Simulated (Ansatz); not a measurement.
The starting structures come from a database of crystals and need not be the phases stable at ambient conditions.

Crystal: ZnSnP2 (I-42d, chalcopyrite, not sure to be the ambient phase, 8 atoms a cell, 22.6 Å³ an atom); both levels run on this one cell.

Complex bands along the normal of (001) by Ansatz (plane waves, PAW, no spin-orbit coupling). r2SCAN gives a gap of 1.26 eV and a slowest mid-gap decay of 0.089 1/Å.

Q: What does PBE give on the same cell, and what does that do to the current through 2 nm?

A: Gap 0.85 eV, κ = 0.063 1/Å. The mid-gap transmission through 2 nm changes by exp(2 × 20 × (0.089 − 0.063)) = a factor of 2.8 against r2SCAN.

Ansatz is a first-principles code.
